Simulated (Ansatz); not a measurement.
Start from Nb₂GaC (space group P6_3/mmc, No. 194; a = 3.118 Å, c = 13.481 Å; a cell from a computed database, its experimental status unchecked). Axes: x lies along a and z along c of the hexagonal cell.

Method: PBEsol (Ansatz, an electronic-structure program; PAW; 420 eV plane waves; no SOC).

For the base:

```
Quantity           Result
---------------  --------
Volume per atom  14.19 Å³
Pressure          0.0 GPa
```

The change: biaxial strain +0.25 %, plane normal [001], relaxed out of plane (Cartesian); in-plane vectors clamped, the third vector and the atoms free.

What does the calculation give for the volume per atom after the change?

The volume per atom rises by 0.037 Å³ to 14.22 Å³.

Estimate the effect on the pressure.

The pressure (mean of the normal stresses, compression positive) goes from zero to -0.5 GPa.

Stability against distortions was not tested. The final runs are not spin-polarised.
